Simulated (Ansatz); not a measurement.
Consider interstitial Ga in wurtzite GaN, charge state +1. Method: PBE, PAW (plane waves to 420 eV; Ansatz, an electronic-structure program).

72-site cell at the relaxed PBE lattice, one k-point at (0.125, 0.250, 0.250), smearing 0.01 eV, spin-restricted, no finite-size correction. Energies are static. The charge state is imposed; whether it is stable for some Fermi level was not computed. Sites that were not tried may lie lower.

Barriers: single points on a 2×2×2 k-point mesh shifted by half a step along c at the bands' geometries (they differ from the bands' own by up to 0.06 eV, and are uncertain by about as much).

The step: several atoms move together, Ga the farthest. Atoms about the jump, Cartesian Å from the middle of the jump, before and after:

```
atom     x0     y0     z0     x1     y1     z1
----  -----  -----  -----  -----  -----  -----
Ga1    0.40   0.23  -1.31  -0.40  -0.23   1.31
N2     1.57   0.91   0.07   1.62   0.94  -0.66
Ga3   -0.06   2.06   0.29  -0.01   1.90  -0.11
Ga4    1.75  -1.08   0.29   1.63  -0.96  -0.12
N5     0.04  -1.81  -0.62   0.09  -1.96  -0.85
N6     1.63  -1.02   2.18   1.54  -0.95   1.99
Ga7   -1.66  -0.96   0.06  -1.56  -0.90  -0.55
N8    -1.54   0.94  -0.64  -1.65   1.07  -0.85
N9    -0.06   1.91   2.17  -0.04   1.80   2.00
Ga10   1.63   0.93   2.56   1.66   0.95   2.69
N11   -1.61  -0.94   2.00  -1.58  -0.91   2.67
Ga12   1.56   0.88  -3.17   1.62   0.93  -2.63
Ga13   3.24   1.87   0.08   3.22   1.86   0.00
Ga14  -0.03  -1.91   2.66   0.05  -2.07   2.91
Ga15  -1.66   0.91   2.66  -1.76   1.07   2.91
Ga16   0.02  -1.90  -2.73   0.05  -1.92  -2.78
Ga17  -1.64   0.95  -2.74  -1.62   0.99  -2.78
N18    0.01   3.73  -0.65   0.02   3.76  -0.64
N19    3.27   1.88   2.05   3.21   1.85   1.98
N20   -0.09   1.95  -3.47   0.04   1.88  -3.27
N21    1.65  -1.08  -3.48   1.66  -0.92  -3.27
N22    3.24  -1.86  -0.65   3.26  -1.86  -0.64
Ga23   0.00  -3.74   0.00   0.00  -3.71  -0.02
```

Problem. Where do these atoms stand at the saddle point, and how high is it?

Solution. 
| atom | x | y | z |
|---|---|---|---|
| Ga1 | 0.50 | 0.23 | 0.13 |
| N2 | 2.08 | 0.51 | -0.85 |
| Ga3 | -0.50 | 2.15 | 0.28 |
| Ga4 | 2.01 | -1.37 | -0.06 |
| N5 | 0.09 | -1.82 | -0.65 |
| N6 | 1.60 | -0.92 | 1.90 |
| Ga7 | -1.72 | -0.88 | 0.04 |
| N8 | -1.85 | 0.98 | -0.68 |
| N9 | -0.14 | 2.00 | 2.21 |
| Ga10 | 1.55 | 0.99 | 2.64 |
| N11 | -1.65 | -0.90 | 2.01 |
| Ga12 | 1.68 | 0.84 | -2.70 |
| Ga13 | 3.22 | 1.81 | -0.02 |
| Ga14 | -0.03 | -1.86 | 2.61 |
| Ga15 | -1.70 | 0.95 | 2.72 |
| Ga16 | 0.02 | -1.86 | -2.65 |
| Ga17 | -1.64 | 0.94 | -2.63 |
| N18 | 0.03 | 3.69 | -0.65 |
| N19 | 3.16 | 1.87 | 1.96 |
| N20 | 0.02 | 1.80 | -3.23 |
| N21 | 1.64 | -1.01 | -3.33 |
| N22 | 3.52 | -2.08 | -0.76 |
| Ga23 | -0.04 | -3.72 | 0.01 |
It lies 1.41 eV above the start and 1.41 eV above the end. The saddle point's order was not checked. Symmetry-equivalent saddle points exist between the same ends.
